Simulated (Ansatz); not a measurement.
Results of PBE (Ansatz, a program for electronic structure, plane waves, PAW) for TiC (model structure, started from the FeB type, Fm-3m, No. 225, 8 atoms in the cell).

Settings: plane-wave cutoff 520 eV, 10×18×12 k mesh (along the axes of the cell as run), Fermi–Dirac smearing 0.05 eV, no spin polarisation, scalar-relativistic PAW data made under PBE.

Cell (relaxed at this level):

Space group Fm-3m (No. 225); a = 4.3324 Å, b = 4.3324 Å, c = 4.3324 Å, α = 90.00°, β = 90.00°, γ = 90.00°

```csv
atom,site,symmetry,x,y,z
Ti,4b,m-3m,0.5000,0.5000,0.5000
C,4a,m-3m,0.0000,0.0000,0.0000
```

**Question.** Give the computed bulk modulus B0.

**Answer.** 
bulk modulus B0: 251 GPa

Note: the bulk modulus is −V dP/dV from two relaxed cells at ±2 % in volume.

Static lattice: no zero-point or thermal effects.

Computing time: roughly 28 core-minutes.

A model structure was made by putting elements into a prototype or built by hand; here it ended with the formula and space group of a phase in our tables.
